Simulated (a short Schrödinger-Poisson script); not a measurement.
Solved with a short Schrödinger-Poisson script written for these runs: 1D Poisson equation in equilibrium, electrons quantum, Hartree (BenDaniel-Duke, 40 states a valley, the channel's in-plane mass for all, wave functions free to enter the barrier), parabolic valleys, classical holes, full ionisation, no traps, pinning or gate leakage.

Structure: gated In0.52Al0.48As/In0.53Ga0.47As δ-doped gas in a quantum well, at 300 K.

From the gate side: 20 nm In0.52Al0.48As; 40 nm In0.52Al0.48As; 15 nm In0.53Ga0.47As; 4000 nm In0.52Al0.48As, acceptors 7e15 cm⁻³.

Constants are typed, rounded textbook-type inputs, not results; the design itself was drawn at random and stands for no fabricated device. In0.52Al0.48As: permittivity 12.5, conduction-band edge (eV) 0.52, gap (eV) 1.45, electron mass (mₑ) 0.075, Nv at 300 K (cm⁻³) 1.1e19. In0.53Ga0.47As: permittivity 13.9, conduction-band edge (eV) 0, gap (eV) 0.74, Nv at 300 K (cm⁻³) 7.7e18.

Channel valleys (confinement mass, in-plane density-of-states mass, number): Γ 0.041, 0.041, 1. At the gate the conduction-band edge of layer 1 lies 0.85 eV − eVg above the Fermi level of the channel; the field vanishes at the back. Sheet of ionised δ-doping: +2.2e12 e/cm² at 20 nm from the gate. The barrier under the gate holds no holes. Gaps are held at their typed values at every temperature. Mesh 0.08 nm at interfaces.

### Question
Give the centroid of the channel electrons at Vg = 0.4 V (nm); the sheet density of all electrons at Vg = -0.1 V (cm⁻²); the sheet density of all electrons at Vg = 0.4 V (cm⁻²).

### Answer
centroid of the channel electrons at Vg = 0.4 V (nm): 6.12; sheet density of all electrons at Vg = -0.1 V (cm⁻²): 2.19e10; sheet density of all electrons at Vg = 0.4 V (cm⁻²): 4.70e11.
